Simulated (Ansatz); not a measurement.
Hf2Si (model structure, started from the Ni2In type, P6₃/mmc, No. 194, 6 atoms in the cell)

Level of theory: PBEsol (Ansatz, a program for electronic structure, plane waves, PAW).

Numerical settings: plane-wave cutoff 500 eV, 12×12×8 k mesh (along the axes of the cell as run), Fermi–Dirac smearing 0.05 eV, scalar-relativistic PAW data made under PBE.

Cell (relaxed at this level):

```
CELL_PARAMETERS angstrom
      4.69260     0.00000     0.00000
     -2.34630     4.06391     0.00000
      0.00000     0.00000     5.61691
ATOMIC_POSITIONS crystal
  Si 0.33333 0.66667 0.25000
  Si 0.66667 0.33333 0.75000
  Hf 0.00000 0.00000 0.00000
  Hf 0.00000 0.00000 0.50000
  Hf 0.33333 0.66667 0.75000
  Hf 0.66667 0.33333 0.25000
```

```yaml
band_gap: none
```

Note: the relaxation could raise the start's symmetry but not lower it, so the cell can be a saddle point.

Spin–orbit coupling is not included.

The computed numbers hold no vibrational or temperature effects.

The result took about 2.8 core-minutes (a rough figure).

A model structure was made by putting elements into a prototype or built by hand; it is no filed structure, need not be a known phase, and can be a saddle point held by its symmetry.
